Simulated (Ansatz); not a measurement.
**By hand: formation energy of InP (zinc blende, F-43m) from the elements**

Subject: the formation energy of InP (zinc blende, F-43m) from the elements. Reaction: P (black phosphorus) + In (I4/mmm) → InP (zinc blende). The sign is products less reactants. The value is per atom of the solid.

InP (zinc blende, F-43m), 2 atoms in the cell. Conventional cell: a = b = c = 5.8937 Å, α = β = γ = 90.00°.

Ansatz (an electronic-structure program) with PAW potentials; structures come from PBE+D3(BJ) relaxations, nuclei static, no net charge. Ansatz runs with its default PAW set. Other levels take these structures. The lattices are those relaxed with PBE+D3(BJ), so at other levels the solids can be strained, which adds to the spread. A dispersion term (D3(BJ), or D4 for r2SCAN) was computed beside these levels and is taken off wherever the name lacks it. The runs are scalar-relativistic, without spin-orbit coupling.

Total energies of the cells in eV, at zero smearing width. They compare only within one column; the weights balance every element.

| cell | atoms | weight | r2SCAN | LDA |
|---|---|---|---|---|
| InP (zinc blende) | 2 | +4 | -6371.73872 | -6183.54015 |
| P (black phosphorus) | 4 | −1 | -3036.47913 | -2903.83067 |
| In (I4/mmm) | 1 | −4 | -5611.81799 | -5457.14996 |

r2SCAN: 4 × (-6371.73872) − (-3036.47913) − 4 × (-5611.81799) = -3.204 eV; dividing by 8 atoms gives -0.40 eV/atom.

LDA: 4 × (-6183.54015) − (-2903.83067) − 4 × (-5457.14996) = -1.730 eV; dividing by 8 atoms gives -0.22 eV/atom.

What follows from the r2SCAN value: A formula unit of InP has 2 atoms, so it forms with -0.4005 × 2 = -0.801 eV, or -77.3 kJ/mol at 96.485 kJ/mol per eV.
